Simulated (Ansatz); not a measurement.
Given:

```xyz
2
Lattice="0.0000 2.7250 2.7250 2.7250 0.0000 2.7250 2.7250 2.7250 0.0000" Properties=species:S:1:pos:R:3 pbc="T T T"
Ca     0.0000     0.0000     0.0000
S      2.7250     2.7250     2.7250
```

No spin polarisation.

Method: Kohn–Sham DFT with the PBEsol functional, run in Ansatz (a quantum-chemistry and plane-wave program) with PAW and 420 eV plane waves, no SOC. Γ-centred 10×10×10 mesh, Fermi–Dirac width 0.05 eV.

### Question
Predict the band gap and smallest direct gap.

### Answer
Band gap: 1.87 eV
Smallest direct gap: 2.78 eV

Load acts through the strain it causes; cell and atoms are relaxed under it. Stability against distortions was not tested. No other phases were tried under pressure. The cell was made from CaS in the rock salt structure (space group Fm-3m, No. 225) by this change: pressure 7.5 GPa.
